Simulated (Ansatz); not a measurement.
Take Al2Pt (space group Fm-3m, No. 225; a = 5.9459 Å) as the base.

The values are results of Ansatz (a program for electronic structure), PBE, PAW, cutoff 420 eV, without spin-orbit coupling, not measurements.

For the base:

The volume per atom comes out as 17.52 Å³ and the band gap comes out as zero.

Modification: hydrostatic tension (pressure −2 GPa).

### Question
Predict the new volume per atom and band gap.

### Answer
The volume per atom goes up by 0.28 Å³, from 17.52 Å³ to 17.80 Å³; the band gap is still zero.

Load acts through the strain it causes; cell and atoms are relaxed under it. Stability against distortions was not tested. All final runs are without spin polarisation.
